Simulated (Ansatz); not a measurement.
By PBEsol, the system below comes out a metal.

A figure of merit of an interconnect metal is its ballistic conductance per area.

Input:

```xyz
2
Lattice="3.0628 0.0000 0.0000 0.0000 4.3314 0.0000 1.5314 2.1657 1.5314" Properties=species:S:1:pos:R:3 pbc="T T T"
Ti     0.0000     0.0000     0.0000
C      0.0000     2.1657     0.0000
```

The cell is taken as given; by PBEsol it stands under a pressure of -6.7 GPa.

The current flows along the normal of the first two printed cell vectors, the (110) plane of the conventional cell. No spin-orbit coupling; the value is a mean over 0.1 eV about the Fermi level.

**Question.** Give the ballistic conductance per area that PBEsol run with Ansatz (an electronic-structure program) yields.

**Answer.** 0.32 × 10¹⁵ S/m² for both spins.
